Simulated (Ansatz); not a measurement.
Input and output of a relaxation of cell and atoms for FeSb (P6_3/mmc, 4 atoms in the cell) (Ansatz, an electronic-structure program).

Computed with LDA (PW92), default PAW files made with PBE (plane waves; Ansatz).

The change in words: atoms on their sites; basis.ecutwfc: 420 eV → 250 eV; relax: default → cell and atoms. Reference geometry:
```yaml
crystal:
  lattice:
    - [3.99474, 0.00000, 0.00000]
    - [-1.99737, 3.45954, 0.00000]
    - [0.00000, 0.00000, 4.99466]
  atoms:
    - { symbol: Fe, position: [0.00000, 0.00000, 0.01001], spin: 4.0 }
    - { symbol: Fe, position: [0.00000, 0.00000, 0.50000], spin: 4.0 }
    - { symbol: Sb, position: [0.66667, 0.33333, 0.25000] }
    - { symbol: Sb, position: [0.33333, 0.66667, 0.75000] }
```
(The spins are starting values, not results.)

Reference input (self-consistent single point, DFT, LDA (PW92), plane waves, default PAW files made with PBE): basis.ecutwfc = 420 eV; kpoints.mp_grid.grid = 5 5 3; hamiltonian.xc = lda; hamiltonian.pseudopotentials = {kind: paw} (the program's default PAW files); magnetization.spin_polarized = true; scf.occupations.method = fermi_dirac; scf.occupations.width = 0.1 eV. This run's input differs from it in these lines:

Ansatz 0.2 input:
```diff
@@ -6,3 +6,3 @@
   atoms:
-    - { symbol: Fe, position_ang: [0.000000, 0.000000, 0.050002], spin: 4.0 }
+    - { symbol: Fe, position_ang: [0.000000, 0.000000, 0.000000], spin: 4.0 }
     - { symbol: Fe, position_ang: [0.000000, 0.000000, 2.497330], spin: 4.0 }
@@ -11,3 +11,3 @@
 basis:
-  ecutwfc: 420.0
+  ecutwfc: 250.0
 kpoints:
@@ -21,2 +21,4 @@
   occupations: { method: fermi_dirac, width: 0.1 }
+relax:
+  cell: {}
 output:
```

The program printed (abridged):

```
   [... SCF lines of the steps left out ...]
relax step   1: F+E_penalty+E_count = -21503.65862330 eV  Δ(F+E_penalty+E_count) = +0.000e0 eV  max|allowed force component| = 5.089e-17 eV/Å  Δτ_max = 0.0000 Å  P = -3.374 GPa  Ω = 69.026 Å³  (14 SCF iters, dr2 threshold 1.00e-7 eV, accepted)
relax step   2: F+E_penalty+E_count = -21505.41877066 eV  Δ(F+E_penalty+E_count) = -1.760e0 eV  max|allowed force component| = 3.643e-17 eV/Å  Δτ_max = 0.0000 Å  P = +22.590 GPa  Ω = 66.431 Å³  energy of the carried Pulay correction = +1.965e0 eV  [...]
   [... lines left out ...]
relax step 120: F+E_penalty+E_count = -21503.44066388 eV  Δ(F+E_penalty+E_count) = -6.736e-4 eV  max|allowed force component| = 2.776e-17 eV/Å  Δτ_max = 0.0000 Å  P = -0.001 GPa  Ω = 66.621 Å³  energy of the carried Pulay correction = +6.596e-4 eV  [...]
relax step 121: F+E_penalty+E_count = -21503.41925663 eV  Δ(F+E_penalty+E_count) = +2.141e-2 eV  max|allowed force component| = 1.156e-17 eV/Å  Δτ_max = 0.0000 Å  P = +0.047 GPa  Ω = 66.621 Å³  stress off target by 1.08e-1 GPa  SCF on the basis [...]
basis re-selected at this cell: Δ(F+E_penalty+E_count) = +2.141e-2 eV, ΔP = +0.048 GPa vs the last step
   [... lines left out ...]
Absolute magnetization: 2.1451 μB (∫|ρ↑−ρ↓|, with the PAW one-centre terms)
Free energy (F): -21503.419257 eV
Fermi energy:    15.593266 eV
Error: variable-cell relaxation did not converge after 121 `relax_step` rows, as none of its last 48 fresh-basis SCF(s) at a relaxed cell met both thresholds with a finite energy. The last misses `relax.cell.stress_tol`: largest allowed force component 1.16e-17 eV/Å (`relax.f_tol` 1.00e-2 eV/Å), stress off the target on the free part of the cell 1.08e-1 GPa (`relax.cell.stress_tol` 5.00e-2 GPa), F+E_penalty+E_count -21503.41925663 eV. The closest is row 89, whose structure comes with this error. Larger ratio of force or stress to its threshold at each such SCF whose figures are numbers: 84.821, 56.132, 48.744, 50.517, 53.376, 49.555, 56.979, 53.473, 45.777, 25.637, 15.628, 16.144, [...]
   [... lines left out ...]
to start a new deck from the relaxed geometry:
  cell:  # Å, volume = 66.6148 Å³
    - [3.874022900543765, 0.0, 0.0]
    - [-1.9370114502718825, 3.3550022467135765, 0.0]
    - [0.0, 0.0, 5.125257878312549]
  atoms:
    - { symbol: Fe, position: [4.8048864913650575e-32, 5.7817994065176095e-33, -3.469446951953614e-18] }
    - { symbol: Fe, position: [4.8033734016162945e-32, 5.764352672493077e-33, 0.5] }
    - { symbol: Sb, position: [0.6666666666666667, 0.33333333333333337, 0.25] }
    - { symbol: Sb, position: [0.3333333333333333, 0.6666666666666666, 0.7499999999999999] }
```

The relaxation ended unconverged. 

The starting cell comes from a database of computed structures (which also holds hypothetical and non-ambient phases and stackings), without a prior relaxation at this level. Its lattice was rescaled by up to half a per cent. The cutoff lies below the one recommended for these files.

Cost on one core of a shared machine: roughly 4 min.
